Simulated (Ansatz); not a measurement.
The starting structures come from a database of crystals and need not be the phases stable at ambient conditions.

 Where the default PAW files enter, the runs use the earlier of Ansatz's two default sets.

By PBEsol, the system below comes out a metal.

A figure of merit of an interconnect metal is its ballistic conductance per area.

Here is the system:

```xyz
6
Lattice="5.1657 0.0000 0.0000 0.0000 6.5507 0.0000 2.5828 -3.2753 3.2753" Properties=species:S:1:pos:R:3 pbc="T T T"
Hf     2.5828     2.2502     1.0251
Hf     5.1657     1.0251     2.2502
Hf     5.1657     4.3005     1.0251
Hf     2.5828    -1.0251     2.2502
Si     1.2914     0.0000     0.0000
Si     3.8742     0.0000     0.0000
```

Space group of this cell: I4/mcm. The cell is taken as given; by PBEsol its mean pressure is -2.4 GPa.

The current flows along the normal of the first two printed cell vectors, the (100) plane of the conventional cell. No spin-orbit coupling; the value is a mean over 0.1 eV about the Fermi level.

Task: Compute, with Ansatz (an electronic-structure program) with PBEsol, the ballistic conductance per area.

Result: 0.29 × 10¹⁵ S/m² for both spins.
